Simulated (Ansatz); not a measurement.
NiAs-type NiSb was calculated with LDA (Ansatz, an electronic-structure program, plane waves, PAW).

Numerical settings: plane-wave cutoff 520 eV, 18×18×12 k mesh (along the axes of the cell as run), Fermi–Dirac smearing 0.069 eV (set by the program), no spin polarisation, scalar-relativistic PAW data made under PBE.

Cell (measured lattice):

```
NiSb
1.0
    3.93500     0.00000     0.00000
   -1.96750     3.40781     0.00000
    0.00000     0.00000     5.13600
Ni Sb
2 2
Cartesian
  0.00000   0.00000   2.56800
  0.00000   0.00000   0.00000
  1.96750   1.13594   3.85200
  0.00000   2.27187   1.28400
```

Estimate the Voigt–Reuss–Hill bulk modulus, Young modulus, elastic constant C66, elastic constant C33, elastic constant C11, elastic constant C12, elastic constant C13 and elastic constant C44 that the calculation returns.


* **Voigt–Reuss–Hill bulk modulus**: 109 GPa
* **Young modulus**: 136 GPa
* **elastic constant C66**: 47.2 GPa
* **elastic constant C33**: 174 GPa
* **elastic constant C11**: 175 GPa
* **elastic constant C12**: 81.0 GPa
* **elastic constant C13**: 72.5 GPa
* **elastic constant C44**: 59.0 GPa

Note: the cell isn't this level's own, so it is under some stress, which shifts stiffness and frequencies.

Elastic constants are with the ions relaxed.

Spin–orbit coupling is not included.

Computing time: around 70 core-minutes (rough).
